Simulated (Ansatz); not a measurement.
Base system: Al$_{2}$O$_{3}$ in the corundum structure (space group R-3c, No. 167; a = 4.809 Å, c = 13.124 Å (hexagonal axes)). Axes: x lies along a and z along c of the hexagonal cell.

Computed with PBE (Ansatz, a quantum-chemistry and plane-wave program), no SOC.

Now apply this change: uniaxial strain ε_zz = −3.00 %, all other strain components held at zero; the atoms relax in the strained cell.

Question: Predict the stress tensor and what it implies for the stiffness.

Answer: Stress of the strained cell less that of the base (GPa, compression positive):
```
   3.66    0.00    0.00
   0.00    3.66    0.00
   0.00    0.00   14.22
```

Then −Δσ_ii/ε with ε = -0.0300 gives secant stiffness values (nonlinear terms included at this strain): C33 ≈ 474 GPa, C13 ≈ 122 GPa and C23 ≈ 122 GPa.

As a check, the harmonic strain energy −½ V₀ Δσ:ε is 12 meV/atom; the computed energy rise is 11 meV/atom.

No phonon test of stability was made.
